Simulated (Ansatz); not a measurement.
We consider GaN (model structure, P6₂22, No. 180, 6 atoms in the cell), described by r²SCAN in Ansatz (plane waves, PAW).

Settings: plane-wave cutoff 560 eV, 12×12×6 k mesh (along the axes of the cell as run), Fermi–Dirac smearing 0.01 eV, scalar-relativistic PAW data made under PBE.

Cell (relaxed at this level):

```
GaN
1.0
    3.12459     0.00000     0.00000
   -1.56229     2.70597     0.00000
    0.00000     0.00000     7.37157
Ga N
3 3
Direct
  0.50004   0.00000   0.66667
  0.00000   0.50004   0.33333
  0.49996   0.49996   0.00000
  0.50000   0.00000   0.16667
  0.00000   0.50000   0.83333
  0.50000   0.50000   0.50000
```

Question: Predict the band gap and bulk modulus.

Answer: 
- band gap: 1.89 eV (on the SCF k mesh)
- bulk modulus: 207 GPa

Note: the bulk modulus is −V dP/dV from two relaxed cells at ±2 % in volume; the relaxation could raise the start's symmetry but not lower it, so the cell can be a saddle point.

Spin–orbit coupling is not included.

Computing time: very roughly 4 core-minutes.

A model structure was made by putting elements into a prototype or built by hand; it is no filed structure, need not be a known phase, and can be a saddle point held by its symmetry.

Ansatz is a quantum-chemistry and plane-wave program.
